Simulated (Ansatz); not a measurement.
System: SrAlHO2 (model structure, started from the SrVO2H type, P4/mmm, No. 123, 5 atoms in the cell). Method: G0W0@PBEsol (plane waves, hard PAW, contour deformation; Ansatz, a quantum-chemistry and plane-wave program).

The cell is the one relaxed with PBEsol. Conventional cell: a = 3.7742 Å, b = 3.7742 Å, c = 3.6582 Å, α = 90.00°, β = 90.00°, γ = 90.00°.

The quasiparticle gap at Γ at a fixed k mesh 2×2×2:

| response cutoff | value (eV) |
|---|---|
| 200 eV, 615 empty bands | 7.903 |
| 250 eV, 859 empty bands | 7.975 |
| 300 eV, 1130 empty bands | 8.020 |
| 400 eV, 1739 empty bands | 8.072 |

Task: Taking the value to converge with the response cutoff E as E^(−3/2), extrapolate from the last two rows.

Result: With y = y∞ + c/w and weights w = 5196 and 8000 for the last two rows, y∞ = (w2 y2 − w1 y1)/(w2 − w1) = (8000 × 8.072 − 5196 × 8.020)/2804 = 8.168 eV, which lies 0.096 beyond the last row. Successive pairs of rows give 8.156, 8.163, 8.168. The limit also hangs on the law assumed, so its last digits aren't firm.

The other settings are not extrapolated, so this is the limit in one setting alone.

At the last cutoff the smallest gap on this mesh is 5.50 eV, with an edge away from Γ.

Spin–orbit coupling is not included.

A model structure was made by putting elements into a prototype or built by hand; it is no filed structure, need not be a known phase, and can be a saddle point held by its symmetry.
